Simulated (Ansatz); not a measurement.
Candidates (primitive cells; geometry: cell and atoms relaxed with r2SCAN):
A. GaP (F-43m), a = b = c = 3.855 Å, α = β = γ = 60.00°
B. InP (F-43m), a = b = c = 4.1766 Å, α = β = γ = 60.00°
C. BeS (F-43m), a = 3.443 Å, b = 3.443 Å, c = 3.443 Å, α = 60.00°, β = 60.00°, γ = 60.00°

**Question.** Rank these by band gap (lowest first), as r2SCAN with spin-orbit coupling, rigid bands (Ansatz, an electronic-structure program) gives it.

**Answer.** B (1.00 eV), A (1.82 eV), C (3.56 eV)
